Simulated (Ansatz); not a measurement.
Consider SnO$_{2}$ in the rutile structure (space group P4_2/mnm, No. 136; a = 4.828 Å, c = 3.238 Å).

(Cell as relaxed with PBE.)

Levels (all Ansatz, a program for electronic structure, PAW, earlier PAW set): PBE (420 eV, scalar-relativistic without spin-orbit coupling); PBEsol (420 eV, no spin-orbit coupling).

Each level relaxes its own structure.

| quantity | PBE | PBEsol |
|---|---|---|
| volume per atom | 12.58 Å³ | 12.17 Å³ |
| lattice parameter a | 4.828 Å | 4.769 Å |
| lattice parameter c | 3.238 Å | 3.211 Å |
| band gap | 0.68 eV | 0.92 eV |
| gap character | direct at Γ | direct at Γ |
| electron mass | 0.16 mₑ along c, 0.17 mₑ across | 0.17 mₑ along c, 0.19 mₑ across |

PBE's volume per atom lies 0.41 Å³ above PBEsol's (3.3 %); PBE's lattice parameter a lies 0.059 Å above PBEsol's (1.2 %); PBE's lattice parameter c lies 0.027 Å above PBEsol's (0.8 %); PBE's band gap lies 0.24 eV below PBEsol's; the two agree on the gap character. Neither level is exact; PBEsol is the comparison here, not a measurement.

Effective masses come from finite differences of ±0.01 Å⁻¹. Stability against distortions was not tested.
